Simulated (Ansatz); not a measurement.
Abridged Ansatz (a first-principles code) output:

```
Relaxation: its limit of steps is 60 (relax.max_steps)
Pseudopotential: Ti, paw, valence charge 12
Pseudopotential: O, paw, valence charge 6
Crystal: 12 atoms, lattice volume = 139.603 Å³
Basis set: ecut = 420 eV, 2741 PW (Γ), exchange–correlation on 90×90×90 points (8 copies of the dense FFT grid, shifted against one another)
Bands: 60, of which v1, the nominal top of the filled ones, is band 48 counted from 1 (47 counted from 0)
Symmetry: 4 space group operations
k-points: 93 of 320
Functional: x = pbesol(κ = 0.804, μ = 0.12345679012345678), c = pbesol(β = 0.046)
SCF iter   1: F=—  HF=-14399.518003 eV  |F-HF|=—  |Δ(HF+E_count)|=         —  Δρ=1.89e-2  dr2=4.22e-1  ethr=1.77e-3  ⟨swp⟩=5.0  Hψ=21335  notcnv=0  defer=2
SCF iter   2: F=—  HF=-14399.449677 eV  |F-HF|=—  |Δ(HF+E_count)|=   6.83e-2  Δρ=9.05e-3  dr2=9.85e-2  ethr=4.40e-4  ⟨swp⟩=2.0  Hψ=9735  notcnv=0  defer=497
SCF 1 converged in 10 iterations: F = -14399.430567 eV  dr2 = 6.47e-8
relax step   1: F+E_penalty+E_count = -14399.43056738 eV  Δ(F+E_penalty+E_count) = +0.000e0 eV  max|allowed force component| = 3.767e-4 eV/Å  Δτ_max = 0.0000 Å  P = +2.998 GPa  Ω = 139.603 Å³  (10 SCF iters, dr2 threshold 1.00e-7 eV, accepted)
[... steps on the carried basis left out ...]
relax step   9: F+E_penalty+E_count = -14399.39736512 eV  Δ(F+E_penalty+E_count) = +2.219e-4 eV  max|allowed force component| = 5.729e-4 eV/Å  Δτ_max = 0.0000 Å  P = +4.996 GPa  Ω = 138.278 Å³  stress off target by 4.66e-3 GPa  SCF on the basis re-selected at this cell (its energy is not comparable with the rows above)  (8 SCF iters)
SCF converged after 8 iterations
Free energy (F): -14399.397365 eV
Internal energy: -14399.397365 eV  (E = F + TS)
E sigma→0 (E₀):  -14399.397365 eV
Fermi energy:    8.261236 eV
--- Forces (eV/Å), atoms counted from 1 ---
  atom   1  Ti    -0.00004292     0.00000000    -0.00045592
  atom   2  Ti     0.00004292     0.00000000     0.00045592
  atom   3  Ti     0.00053850     0.00000000    -0.00007874
[...]
  atom  11  O     -0.00000267     0.00000000     0.00005404
  atom  12  O      0.00000267     0.00000000    -0.00005404
--- Stress (GPa, compression-positive) ---
        4.997838       0.000000       0.000935
        0.000000       4.995343       0.000000
        0.000935       0.000000       4.995964
  P = ⅓ Tr σ = 4.9964 GPa (49.964 kbar)
--- Relaxed structure (7 steps of the walk, 6 accepted, 2 SCFs on fresh bases) ---
  cell:  # Å, volume = 138.2779 Å³
    - [6.027696625235878, -1.8512239160398496, -0.00470565892086599]
    - [6.027696625235878, 1.8512239160398496, -0.004705658920865987]
    - [-1.8932784949758135, 4.356660020193363e-18, 6.197490669956477]
  atoms:
    - { symbol: Ti, position: [0.8051350772315135, 0.8051350772315135, 0.7158667826244509] }
    - { symbol: Ti, position: [0.19486492276848652, 0.19486492276848652, 0.28413321737554903] }
    - { symbol: Ti, position: [0.10107403456065309, 0.10107403456065309, 0.7084421726501122] }
    - { symbol: Ti, position: [0.8989259654393469, 0.8989259654393469, 0.29155782734988767] }
    - { symbol: O, position: [0.05862512087285228, 0.05862512087285228, 0.37100629093058785] }
    - { symbol: O, position: [0.9413748791271476, 0.9413748791271476, 0.6289937090694122] }
    - { symbol: O, position: [0.6380597706293656, 0.6380597706293656, 0.7060881440879577] }
    - { symbol: O, position: [0.3619402293706344, 0.3619402293706344, 0.29391185591204216] }
    - { symbol: O, position: [0.13151008915139126, 0.13151008915139126, 0.0032558833246257787] }
    - { symbol: O, position: [0.8684899108486086, 0.8684899108486086, 0.9967441166753743] }
    - { symbol: O, position: [0.7355874669857756, 0.7355874669857756, 0.34853173165104645] }
    - { symbol: O, position: [0.26441253301422424, 0.26441253301422424, 0.6514682683489538] }
```

Problem. What was computed, and what are the main results?

Solution. TiO2, 12 atoms in the cell, with Kohn–Sham DFT with the PBEsol functional, run in Ansatz with PAW and 420 eV plane waves, without spin-orbit coupling, from a series relaxed to a target (pressure 5 GPa). The last SCF converged to F = -14399.397365 eV, or -1199.9498 eV per atom, at a pressure of 5.00 GPa. The total energy compares only with runs of the same code, potentials and settings.

Load acts through the strain it causes; cell and atoms are relaxed under it. Stability against distortions was not tested. No other phases were tried under pressure. All final runs are without spin polarisation. The cell was made from TiO₂ (space group C2/m, No. 12; a cell from a computed database, its experimental status unchecked) by this change: pressure 5 GPa. This is not the structure that TiO2 has at room temperature and ambient pressure.

Keys are those of Ansatz 0.2.
